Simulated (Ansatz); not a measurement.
The parent structure is Sn (space group I4_1/amd, No. 141; a = 5.8878 Å, c = 3.1845 Å).

All numbers come from Kohn–Sham DFT with the r2SCAN functional, run in Ansatz (an electronic-structure program) with PAW and 500 eV plane waves, scalar-relativistic without spin-orbit coupling, earlier PAW set.

Before the change:

| Item | Value |
|---|---|
| Lattice parameter a | 5.888 Å |

Now apply this change: full substitution Sn → Si; the structure is relaxed again.

Tabulated Pauling electronegativity and covalent radius: Sn 1.96, 1.39 Å; Si 1.90, 1.11 Å.

Q: What does the calculation give for the lattice parameter a after the change?

A: The lattice parameter a decreases by 1.096 Å (5.888 Å → 4.792 Å).

Stability against distortions was not tested. For Si in this form, whether it has been made was not checked. This is not the structure that Si has at room temperature and ambient pressure.
